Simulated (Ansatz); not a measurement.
# Response to strain in CaO

The reference is CaO in the NiAs type structure (space group P6_3/mmc, No. 194; a = 3.3006 Å, c = 5.7879 Å; a model cell, its experimental status unchecked). Axes: x lies along a and z along c of the hexagonal cell.

Strains are applied to the cell and any free atomic positions relax; under biaxial strain the out-of-plane vector relaxes too.

All numbers come from PBEsol (Ansatz, a program for electronic structure, PAW, no spin-orbit coupling).

Notes on the quantities. pressure: mean of the normal stresses, compression positive.

```csv
variant,pressure,space group,band gap,electron mass
base,0.00 GPa,P6_3/mmc (No. 194),3.77 eV,"0.37 mₑ along c, 1.1 mₑ across (at Γ)"
"biaxial strain −4.07 %, plane normal [001], relaxed out of plane",8.94 GPa,P6_3/mmc (No. 194),3.56 eV,"0.37 mₑ out of plane, 1.00 mₑ in plane (at Γ)"
"biaxial strain −3.79 %, plane normal [001], relaxed out of plane",___,P6_3/mmc (No. 194),3.58 eV,"0.37 mₑ out of plane, 1.0 mₑ in plane (at Γ)"
"biaxial strain −0.77 %, plane normal [001], relaxed out of plane",1.52 GPa,P6_3/mmc (No. 194),___,"0.37 mₑ out of plane, 1.1 mₑ in plane (at Γ)"
"biaxial strain −0.55 %, plane normal [001], relaxed out of plane",1.08 GPa,P6_3/mmc (No. 194),___,"0.37 mₑ out of plane, 1.1 mₑ in plane (at Γ)"
"biaxial strain +0.85 %, plane normal [001], relaxed out of plane",-1.59 GPa,P6_3/mmc (No. 194),3.80 eV,"0.37 mₑ out of plane, 1.1 mₑ in plane (at Γ)"
isotropic strain −0.79 %,2.78 GPa,P6_3/mmc (No. 194),3.80 eV,"0.37 mₑ along c, 1.2 mₑ across (at Γ)"
uniaxial strain ε_xx = +1.03 %,-1.08 GPa,Cmcm (No. 63),3.77 eV,"0.37 mₑ along z, 1.1 mₑ across (at Γ)"
uniaxial strain ε_zz = −2.20 %,2.73 GPa,P6_3/mmc (No. 194),3.88 eV,–
uniaxial strain ε_zz = −0.62 %,0.74 GPa,P6_3/mmc (No. 194),3.81 eV,"0.37 mₑ along z, 1.2 mₑ across (at Γ)"
```

Task: Some entries are withheld; estimate them.

Result: 
- biaxial strain −3.79 %, plane normal [001], relaxed out of plane, pressure: 8.25 GPa
- biaxial strain −0.77 %, plane normal [001], relaxed out of plane, band gap: 3.74 eV
- biaxial strain −0.55 %, plane normal [001], relaxed out of plane, band gap: 3.75 eV

Masses are band curvatures over ±0.01 Å⁻¹ around the edge. Whether these cells are dynamically stable was not tested. This is not the structure that CaO has at room temperature and ambient pressure.
